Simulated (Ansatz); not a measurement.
**Effect of tensor shear ε_xz = +0.29 % on WC**

Start from WC (space group P-6m2, No. 187; a = 2.9127 Å, c = 2.8354 Å; relaxed with 0.1 eV smearing). Axes: x lies along a and z along c of the hexagonal cell.

Perturbation: a pure shear with ε_xz = ε_zx = 0.0029, atoms relaxed at fixed cell.

Level of theory: r2SCAN (Ansatz, a quantum-chemistry and plane-wave program), no SOC. Settings: 23×23×20 k-points, 0.1 eV Fermi–Dirac smearing.

The volume per atom remains 10.42 Å³ and the shortest interatomic distance drops by 0.005 Å, from 2.199 Å to 2.194 Å. The energy increases by 0.3 meV/atom and the band gap is still zero. The stress (xx, yy, zz, yz, xz, xy; compression positive) is (0.0, 0.0, 0.0, 0.0, -1.8, 0.0) GPa.

Final structure:

```xyz
2
Lattice="2.9127 0.0000 0.0084 -1.4563 2.5225 -0.0042 0.0082 0.0000 2.8354" Properties=species:S:1:pos:R:3 pbc="T T T"
W      0.0000     0.0000     0.0000
C      0.0041     1.6816     1.4177
```

The cells carry an imposed strain or load. No phonon test of stability was made. All final runs are without spin polarisation.
